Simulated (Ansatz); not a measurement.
# MoS2: pressure series

Start from MoS$_{2}$ in the 2H-MoS2 type structure (space group P6_3/mmc, No. 194; layered, stacked along the Cartesian z axis).

```
MoS2
1.0
    3.14937     0.00000     0.00000
   -1.57469     2.72744     0.00000
    0.00000     0.00000    12.09029
Mo S
2 4
Cartesian
  0.00000   1.81829   3.02257
  1.57469   0.90915   9.06771
  0.00000   1.81829   7.50192
  1.57469   0.90915   1.45677
  1.57469   0.90915   4.58837
  0.00000   1.81829  10.63351
```

Cell and atoms are relaxed at each pressure.

Levels (all Ansatz, a program for electronic structure, PAW): PBE-D3(BJ) (420 eV, no spin-orbit coupling); PBEsol-D3(BJ) (420 eV, spin-orbit coupling left out).

The base cell above is that of PBE-D3(BJ); each level relaxes its own structures.

```json
[
 {"case": "pressure −2 GPa", "c/a ratio, PBE-D3(BJ)": "4.013", "c/a ratio, PBEsol-D3(BJ)": "3.836"},
 {"case": "pressure −1 GPa", "c/a ratio, PBE-D3(BJ)": "3.897", "c/a ratio, PBEsol-D3(BJ)": "___"},
 {"case": "pressure 3 GPa", "c/a ratio, PBE-D3(BJ)": "3.749", "c/a ratio, PBEsol-D3(BJ)": "3.713"},
 {"case": "pressure 7 GPa", "c/a ratio, PBE-D3(BJ)": "3.693", "c/a ratio, PBEsol-D3(BJ)": "3.675"},
 {"case": "pressure 15 GPa", "c/a ratio, PBE-D3(BJ)": "3.645", "c/a ratio, PBEsol-D3(BJ)": "___"},
 {"case": "pressure 30 GPa", "c/a ratio, PBE-D3(BJ)": "3.619", "c/a ratio, PBEsol-D3(BJ)": "___"},
 {"case": "pressure 50 GPa", "c/a ratio, PBE-D3(BJ)": "3.621", "c/a ratio, PBEsol-D3(BJ)": "3.633"},
 {"case": "pressure 75 GPa", "c/a ratio, PBE-D3(BJ)": "3.652", "c/a ratio, PBEsol-D3(BJ)": "___"},
 {"case": "pressure 100 GPa", "c/a ratio, PBE-D3(BJ)": "3.689", "c/a ratio, PBEsol-D3(BJ)": "3.707"}
]
```

### Question
Complete the table.

### Answer

- pressure −1 GPa, c/a ratio, PBEsol-D3(BJ): 3.794
- pressure 15 GPa, c/a ratio, PBEsol-D3(BJ): 3.641
- pressure 30 GPa, c/a ratio, PBEsol-D3(BJ): 3.625
- pressure 75 GPa, c/a ratio, PBEsol-D3(BJ): 3.668

The two levels differ by at most about 0.177. They disagree on the order of pressure 100 GPa and pressure 7 GPa.

A case with no gap was solved on a k-mesh chosen for an insulator, which is coarse for it. Load acts through the strain it causes; cell and atoms are relaxed under it. No phonon test of stability was made. No other phases were tried under pressure. The final runs are not spin-polarised.
